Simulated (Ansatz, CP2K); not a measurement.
# BaCu (P1, 8 atoms in the cell) computed with different codes at matched settings

Self-consistent single point, at a second geometry (atoms moved at random). First geometry:

```
CELL_PARAMETERS angstrom
      4.42690     0.00000     0.00000
     -2.21345     3.83381     0.00000
      0.00000     0.00000    16.83050
ATOMIC_POSITIONS crystal
  Ba 0.33333 0.66667 0.37623
  Ba 0.66667 0.33333 0.62377
  Ba 0.66667 0.33333 0.87623
  Ba 0.33333 0.66667 0.12377
  Cu 0.66667 0.33333 0.25000
  Cu 0.33333 0.66667 0.75000
  Cu 0.00000 0.00000 0.75000
  Cu 0.00000 0.00000 0.25000
```

Second geometry:
```
BaCu
1.0
    4.42690     0.00000     0.00000
   -2.21345     3.83381     0.00000
    0.00000     0.00000    16.83050
Ba Cu
4 4
Direct
  0.34821   0.67014   0.37916
  0.66727   0.34652   0.62517
  0.66831   0.34407   0.87443
  0.31142   0.65908   0.12962
  0.66101   0.32980   0.24681
  0.34407   0.67196   0.74816
  0.00404   0.99707   0.74383
  0.99566   0.98135   0.25283
```

Shared settings, as Ansatz (a first-principles code) writes them: kpoints.mp_grid.grid = 4 4 1; scf.occupations.method = gaussian; scf.occupations.width = 0.2 eV. Potentials and cutoffs stand in the table.

```tsv
code	model	ΔF from the first geometry (meV/atom)	pressure (GPa)	largest force (eV/Å)	cutoff
Ansatz	PBEsol, PAW files made with PBE	1.9	-1.55	0.407	default
CP2K	PBEsol, GPW, TZVP-MOLOPT-SR-GTH basis, GTH-PBE potentials (GTH_POTENTIALS)	4.1	-0.92	0.338	grid 600 Ry
```

Size of the force on each atom (eV/Å): Sizes of forces hide their directions.

```json
[
 {"code": "Ansatz", "Ba1": "0.407", "Ba2": "0.195", "Ba3": "0.354", "Ba4": "0.147", "Cu5": "0.277", "Cu6": "0.096", "Cu7": "0.244", "Cu8": "0.195"},
 {"code": "CP2K", "Ba1": "0.292", "Ba2": "0.121", "Ba3": "0.236", "Ba4": "0.129", "Cu5": "0.338", "Cu6": "0.106", "Cu7": "0.289", "Cu8": "0.233"}
]
```

On Ansatz's run: spin polarisation is off.

The spread over the programs that give each value: ΔF from the first geometry within 2.2 meV/atom; pressure within 0.63 GPa; largest force within 0.069 eV/Å.

CP2K uses small atom-centred bases, whose incompleteness enters pressures, forces and empty levels differently from a plane-wave cutoff. Ansatz's pressure is given at a fixed set of plane waves, as the other plane-wave codes print theirs.

The shared mesh is coarse (it stands for a supercell whose shortest vector is 17 Å), so the values are not converged in it.

The starting cell comes from a database of computed structures (which also holds hypothetical and non-ambient phases and stackings), without a prior relaxation at this level. Its lattice was rescaled by a random factor within 2.5 % of one. For this run, on top of that: atoms moved at random.

Keys are those of Ansatz 0.2.
